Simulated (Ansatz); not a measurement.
Amorphous Si30N41In, 72 atoms at 3.12 g/cm³, one PBE-relaxed geometry, zone centre. Methods: PBE, scalar-relativistic without spin-orbit coupling (Ansatz, a first-principles code); r2SCAN, scalar-relativistic without spin-orbit coupling (Ansatz); HSE06, scalar-relativistic without spin-orbit coupling (Ansatz). Plane waves to 420 eV (r2SCAN 500 eV); exact exchange is cut at the cell's faces. At PBE the levels at both edges of the gap are localised (band-tail or defect states), and the nearest spread-out levels lie 3.7 eV apart at the zone centre. The higher rungs were started with moments on some atoms, which died out.

Preparation: random packing, a CHGNet melt and quench, and a DFT relaxation. N atoms were pushed apart under 1.9 Å during the dynamics, to hinder bonds among them. The hot cell started wider than the set density and was brought back towards it in steps. It is the lowest in DFT energy of 2 quenches. It is a model cell: composition and starting density were chosen by hand, and all elements were melted together. No dispersion term was used. Its density started from a set value of 3.12 and ended at 3.12 g/cm³. Cooling (nominally 380 K/ps over its main leg) ran many orders faster than in experiment, which tends to leave more defects and strain. Values belong to this one cell and scatter from quench to quench. The volume was held where the preparation left it and the shape relaxed, at a PBE pressure of 2.9 GPa. Stress components on the final sampling reach 3.0 GPa.

The relaxation ran on the zone centre alone. At PBE the gap between localised states is 1.36 eV on a 2×2×2 Γ-centred mesh, and the spacing at the zone centre alone 1.37 eV.

Question: What zone-centre spacing does r2SCAN give, roughly?

Answer: 1.72 eV (+0.35 eV against PBE).

Question: What zone-centre spacing does HSE06 give, roughly?

Answer: 2.59 eV (+1.22 eV against PBE).

The highest filled and the lowest empty state spread over these numbers of atoms (participation numbers): PBE: 8.9 and 5.8; r2SCAN: 9.4 and 5.4; HSE06: 9.3 and 5.2.
